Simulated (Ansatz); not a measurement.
A self-consistent single point of Sn₂Ir (I4mm, 3 atoms in the cell) with Ansatz (a program for electronic structure).

Level of theory: LDA (PW92), default PAW files made with PBE (plane waves; Ansatz).

```yaml
crystal:
  lattice:
    - [0.00000, 3.19308, 3.19308]
    - [3.19308, 0.00000, 3.19308]
    - [3.19308, 3.19308, 0.00000]
  atoms:
    - { symbol: Sn, position: [0.75000, 0.75000, 0.75000] }
    - { symbol: Sn, position: [0.25000, 0.25000, 0.25000] }
    - { symbol: Ir, position: [0.00783, 0.00783, 0.99217] }
```

Reference input (self-consistent single point, DFT, LDA (PW92), plane waves, default PAW files made with PBE): basis.ecutwfc = 420 eV; kpoints.mp_grid.grid = 9 9 9; hamiltonian.xc = lda; hamiltonian.pseudopotentials = {kind: paw} (the program's default PAW files); scf.occupations.method = gaussian; scf.occupations.width = 0.1 eV. This run's input differs from it in these lines:

Ansatz 0.2 input:
```diff
@@ -14,3 +14,3 @@
   mp_grid:
-    grid: [9, 9, 9]
+    grid: [15, 15, 15]
 hamiltonian:
@@ -21,4 +21,4 @@
   occupations:
-    method: gaussian
-    width: 0.1 eV
+    method: methfessel_paxton
+    width: 0.05 eV
 output:
```

Output, abridged:

```
SCF iter   1: F=—  HF=-23423.307905 eV  |F-HF|=—  |Δ(HF+E_count)|=         —  Δρ=8.28e-3  dr2=2.03e-2  ethr=1.77e-3  ⟨swp⟩=6.3  Hψ=33877  notcnv=0
all-band conjugate gradients solve this SCF's bands
preconditioner: auto → LDOS
SCF iter   2: F=—  HF=-23423.305589 eV  |F-HF|=—  |Δ(HF+E_count)|=   2.32e-3  S|Δr|=    0.00e0  Δρ=3.76e-3  dr2=9.59e-3  ethr=4.50e-5  ⟨swp⟩=2.0  Hψ=16594  notcnv=0  defer=110
SCF iter   3: F=—  HF=-23423.302053 eV  |F-HF|=—  |Δ(HF+E_count)|=   3.54e-3  S|Δr|=    0.00e0  Δρ=1.04e-3  dr2=9.15e-4  ethr=2.13e-5  ⟨swp⟩=2.0  Hψ=14181  notcnv=0  defer=110
SCF iter   4: F=—  HF=-23423.301888 eV  |F-HF|=—  |Δ(HF+E_count)|=   1.65e-4  S|Δr|=    0.00e0  Δρ=2.87e-4  dr2=3.12e-5  ethr=2.03e-6  ⟨swp⟩=2.0  Hψ=9342  notcnv=0  defer=110
SCF iter   5: F=—  HF=-23423.301870 eV  |F-HF|=—  |Δ(HF+E_count)|=   1.83e-5  S|Δr|=    0.00e0  Δρ=4.68e-5  dr2=8.02e-7  ethr=6.93e-8  ⟨swp⟩=2.0  Hψ=13848  notcnv=0  defer=110
SCF iter   6: F=-23423.301870 eV  HF=-23423.301870 eV  |F-HF|=8.08e-9  |Δ(HF+E_count)|=   2.62e-7  S|Δr|=    0.00e0  Δρ=7.22e-6  dr2=1.40e-8  ethr=2.22e-10  ⟨swp⟩=6.9  Hψ=34690  notcnv=0
SCF 1 converged in 6 iterations: F = -23423.301870 eV  dr2 = 1.40e-8
Stability not checked (fill_not_monotonic)
Free energy (F): -23423.301870 eV
Internal energy: -23423.301937 eV  (E = F + TS)
E sigma→0 (E₀):  -23423.301887 eV
Entropy (-TS):   0.000067 eV (0.022 meV/atom)
Fermi energy:    13.966230 eV
--- Forces (eV/Å), atoms counted from 1 ---
  atom   1  Sn    -0.00000000    -0.00000000     0.17196048
  atom   2  Sn     0.00000000     0.00000000     0.17196048
  atom   3  Ir     0.00000000     0.00000000    -0.34391471
--- Stress (GPa, compression-positive) ---
       -4.612563       0.000000       0.000000
        0.000000      -4.612563       0.000000
        0.000000       0.000000      -4.663260
  P = ⅓ Tr σ = -4.6295 GPa (-46.295 kbar)
  The stress holds the Pulay correction. Without it, at fixed plane waves, as pw.x and ABINIT print it: P = -4.6973 GPa
```

The run converged in 6 iterations. Against the reference run the free energy rises by 1.2 meV/atom, the pressure goes from -4.76 to -4.63 GPa and the largest force hardly changes (0.348 to 0.344 eV/Å).

The starting cell comes from a database of computed structures (which also holds hypothetical and non-ambient phases and stackings), without a prior relaxation at this level. Its lattice was rescaled by up to half a per cent. One atom was moved a little off its site on purpose. Spin-orbit coupling is off. Spin polarisation is off. With a pressure of about -5 GPa the cell is away from its equilibrium volume at this level. Ansatz's pressure includes its estimate of the finite-basis (Pulay) stress.

Cost on one core of a shared machine: roughly 60 s.
